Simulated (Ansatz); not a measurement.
Take Bi₂Se₃ in the Bi2Te3 type structure (space group R-3m, No. 166; a = 4.144 Å, c = 28.445 Å (hexagonal axes)) as the base.

(Cell as relaxed with PBE-D3(BJ).)

Levels (all Ansatz, a program for electronic structure, PAW, earlier PAW set): PBE-D3(BJ) (420 eV, spin-orbit coupling left out); PBEsol-D3(BJ) (420 eV, spin-orbit coupling left out).

Each level relaxes its own structure.

```json
[
 {"base": "volume per atom", "PBE-D3(BJ)": "28.21 Å³", "PBEsol-D3(BJ)": "26.61 Å³"},
 {"base": "lattice parameter a", "PBE-D3(BJ)": "4.144 Å", "PBEsol-D3(BJ)": "4.082 Å"},
 {"base": "band gap", "PBE-D3(BJ)": "0.16 eV", "PBEsol-D3(BJ)": "zero"}
]
```

Now apply this change: a hydrostatic pressure of 4.2 GPa.

```tsv
quantity	PBE-D3(BJ)	PBEsol-D3(BJ)
shortest interatomic distance	2.828 Å	2.804 Å
c/a ratio	6.745	6.747
```

PBE-D3(BJ)'s shortest interatomic distance lies 0.0248 Å above PBEsol-D3(BJ)'s (0.9 %). Neither level is exact; PBEsol-D3(BJ) is the comparison here, not a measurement.

Spin-orbit coupling, missing from the scalar runs, can matter with Bi. Load acts through the strain it causes; cell and atoms are relaxed under it. No phonon test of stability was made. The final runs are not spin-polarised. Gaps under 0.05 eV, about the width of the smearing, are given as zero. The zero or small gap of Bi2Se3 can change with the level of theory.
